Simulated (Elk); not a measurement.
## Elk run on Sr3La (Fm-3m, 4 atoms in the cell): self-consistent single point

Computed with PBEsol, all-electron FP-LAPW, Elk's shipped species files, APW+lo basis with extra local orbitals run with Elk 10.2.4.

The input file:

```
tasks
  0

xctype
  22

tforce
  .true.

rgkmax
  8.0

gmaxvr
  18.0

lmaxapw
  10

lmaxo
  8

nxlo
  2

lorbcnd
  .true.

lradstp
  2

nrmtscf
  2.0

lmaxi
  4

stype
  0

swidth
  0.00999582

scale
  12.2565376

avec
    0.0000000000    0.7071067812    0.7071067812
    0.7071067812    0.0000000000    0.7071067812
    0.7071067812    0.7071067812    0.0000000000

sppath
  './'

atoms
  2   : nspecies
  'Sr.in'   : spfname
  3   : natoms; atposl, bfcmt below
  0.2500000000  0.2500000000  0.2500000000    0.0 0.0 0.0
  0.7500000000  0.7500000000  0.7500000000    0.0 0.0 0.0
  0.5000000000  0.5000000000  0.5000000000    0.0 0.0 0.0
  'La.in'   : spfname
  1   : natoms; atposl, bfcmt below
  0.0000000000  0.0000000000  0.0000000000    0.0 0.0 0.0

ngridk
  3 3 3
```

Output, abridged:

```
│ Elk code version 10.2.4 │

All units are atomic (Hartree, Bohr, etc.)

│ Ground-state run starting from atomic densities │

Lattice vectors :
   0.000000000       8.666680851       8.666680851
   8.666680851       0.000000000       8.666680851
   8.666680851       8.666680851       0.000000000

Unit cell volume      :    1301.932318
Brillouin zone volume :   0.1905246609

Muffin-tin inner radius fraction :   0.1000000000E-01

Nuclei treated as point charges

Species :    1 (Sr)
 parameters loaded from : Sr.in
 name : strontium
 nuclear charge    :   -38.00000000
 electronic charge :    38.00000000
 atomic mass :    159721.4890
 muffin-tin radius :    2.600000000
 number of radial points in muffin-tin :   1199
 atomic positions (lattice), magnetic fields (Cartesian) :
   1 :   0.25000000  0.25000000  0.25000000    0.00000000  0.00000000  0.00000000
   2 :  -0.25000000 -0.25000000 -0.25000000    0.00000000  0.00000000  0.00000000
   3 :   0.50000000  0.50000000  0.50000000    0.00000000  0.00000000  0.00000000

Species :    2 (La)
 parameters loaded from : La.in
 name : lanthanum
 nuclear charge    :   -57.00000000
 electronic charge :    57.00000000
 atomic mass :    253209.2364
 muffin-tin radius :    2.800000000
 number of radial points in muffin-tin :   1399
 atomic positions (lattice), magnetic fields (Cartesian) :
   1 :   0.00000000  0.00000000  0.00000000    0.00000000  0.00000000  0.00000000

Total number of atoms per unit cell :    4

Spin treatment :
 spin-unpolarised

Number of Bravais lattice symmetries :   48
Number of crystal symmetries         :   48
Crystal has inversion symmetry
Real symmetric eigensolver will be used

k-point grid :      3     3     3
k-point offset :    0.000000000       0.000000000       0.000000000
k-point set is reduced with full crystal symmetry group
Total number of k-points :        4

Muffin-tin radius times maximum |G+k| :    8.000000000
 using average radius
   [... lines left out ...]
Maximum |G| for potential and density :    18.00000000
 potential will be trimmed for |G| > 2 gkmax
Constant for pseudocharge density :   13
Radial integration step length :    2

G-vector grid sizes :     72    72    72
Number of G-vectors :   128109

Maximum angular momentum used for
 APW functions                      :   10
 outer part of muffin-tin           :    8
 inner part of muffin-tin           :    4

Total nuclear charge    :   -171.0000000
Total core charge       :    130.0000000
Total valence charge    :    41.00000000
Total excess charge     :    0.000000000
Total electronic charge :    171.0000000

Effective Wigner radius, rₛ :    1.220397275

Number of empty states         :   16
Total number of valence states :   37
Total number of core states    :  130

Conduction state local-orbitals added automatically
Total number of local-orbitals :  413

Exchange-correlation functional :     22     0     0
 PBEsol, Phys. Rev. Lett. 100, 136406 (2008)
 gradient requirement :    1
 generalised gradient approximation (GGA)

Smearing type :    0
 Gaussian
Smearing width :   0.9995820000E-02
Effective electronic temperature (K) :    3156.430308

Mixing type :    3
 Broyden mixing, J. Phys. A: Math. Gen. 17, L317 (1984)

Kohn-Sham potential initialised from atomic data
│ Self-consistent loop started │
│ Loop number : 1 │
 total energy                :     -18040.6503598
│ Loop number : 2 │
 total energy                :     -18040.4824748
RMS change in Kohn-Sham potential (target) :   0.6845364504E-01 (  0.1000000000E-05)
Absolute change in total energy (target)   :   0.1678850802     (  0.1000000000E-03)
│ Loop number : 3 │
 total energy                :     -18040.3852377
RMS change in Kohn-Sham potential (target) :   0.6747243905E-01 (  0.1000000000E-05)
Absolute change in total energy (target)   :   0.1392083456     (  0.1000000000E-03)
│ Loop number : 4 │
 total energy                :     -18036.2336788
RMS change in Kohn-Sham potential (target) :   0.4371362615E-01 (  0.1000000000E-05)
Absolute change in total energy (target)   :    4.186360956     (  0.1000000000E-03)
│ Loop number : 5 │
 total energy                :     -18031.4223407
RMS change in Kohn-Sham potential (target) :   0.1728677667E-01 (  0.1000000000E-05)
Absolute change in total energy (target)   :    5.857928356     (  0.1000000000E-03)
   [... lines left out ...]
Absolute change in total energy (target)   :   0.8566568213E-02 (  0.1000000000E-03)
│ Loop number : 12 │
 total energy                :     -18028.2282801
RMS change in Kohn-Sham potential (target) :   0.1153118495E-05 (  0.1000000000E-05)
Absolute change in total energy (target)   :   0.3537606786E-02 (  0.1000000000E-03)
│ Loop number : 13 │
 total energy                :     -18028.2283375
RMS change in Kohn-Sham potential (target) :   0.2671078459E-06 (  0.1000000000E-05)
Absolute change in total energy (target)   :   0.8270228318E-03 (  0.1000000000E-03)
│ Loop number : 14 │
 total energy                :     -18028.2283370
RMS change in Kohn-Sham potential (target) :   0.8182023134E-07 (  0.1000000000E-05)
Absolute change in total energy (target)   :   0.2072882744E-03 (  0.1000000000E-03)
│ Loop number : 15 │
 total energy                :     -18028.2283386
RMS change in Kohn-Sham potential (target) :   0.1677588650E-07 (  0.1000000000E-05)
Absolute change in total energy (target)   :   0.5022420373E-04 (  0.1000000000E-03)
Convergence targets achieved

│ Loop number : 16 │

Energies :
 Fermi                       :     0.172652515591
 sum of eigenvalues          :     -10873.1799456
 electron kinetic            :      18908.0587012
 core electron kinetic       :      18712.8682000
 Coulomb                     :     -36425.7190100
 Coulomb potential           :     -29110.4314454
 nuclear-nuclear             :     -1385.47294325
 electron-nuclear            :     -40970.0606880
 Hartree                     :      5929.81462128
 Madelung                    :     -21870.5032873
 xc potential                :     -670.807201336
 exchange                    :     -500.610471227
 correlation                 :     -9.95755478953
 total energy                :     -18028.2283348

Density of states at Fermi energy :    204.2930739
 (states/Hartree/unit cell)

Estimated indirect band gap :   0.1858649441E-02
 from k-point      1 to k-point      3
Estimated direct band gap   :   0.1180955202E-01
 at k-point      2

Charges :
 core                        :    130.0000000
 valence                     :    41.00000000
 interstitial                :    8.720271703
 muffin-tins (core leakage)
  species :    1 (Sr)
   atom    1                 :    35.94017606     (  0.2865286877E-04)
   atom    2                 :    35.94017606     (  0.2865286877E-04)
   atom    3                 :    35.92730450     (  0.2862598234E-04)
  species :    2 (La)
   atom    1                 :    54.47207169     (  0.2184581309E-03)
 total in muffin-tins        :    162.2797283
 total calculated charge     :    170.9996881
 total charge                :    171.0000000
 error                       :   0.3118790643E-03

│ Self-consistent loop stopped │

Forces :
 species :    1 (Sr)
  atom :    1
   Hellmann-Feynman          :     0.00000000    0.00000000    0.00000000
   IBS                       :    -0.00000000   -0.00000000   -0.00000000
   total force               :    -0.00000000   -0.00000000    0.00000000
   total magnitude           :     0.00000000
  atom :    2
   Hellmann-Feynman          :    -0.00000000    0.00000000   -0.00000000
   IBS                       :     0.00000000   -0.00000000    0.00000000
   total force               :     0.00000000   -0.00000000    0.00000000
   total magnitude           :     0.00000000
  atom :    3
   Hellmann-Feynman          :     0.00000000   -0.00000000    0.00000000
   IBS                       :     0.00000000    0.00000000   -0.00000000
   total force               :     0.00000000    0.00000000   -0.00000000
   total magnitude           :     0.00000000
 species :    2 (La)
  atom :    1
   Hellmann-Feynman          :    -0.00000000    0.00000000    0.00000000
   IBS                       :     0.00000000   -0.00000000   -0.00000000
   total force               :     0.00000000    0.00000000   -0.00000000
   total magnitude           :     0.00000000
```

The run converged in 16 iterations. The count includes the last loop, which Elk runs after its targets are met.

The starting cell comes from a database of computed structures (which also holds hypothetical and non-ambient phases and stackings), without a prior relaxation at this level. Values depend on the basis (sphere radii, cutoffs, local orbitals), which need not be converged. The log's line on a gap gives a spacing of levels on this mesh, which the program prints for metals too.

Cost on one core of a shared machine: roughly 50 s.
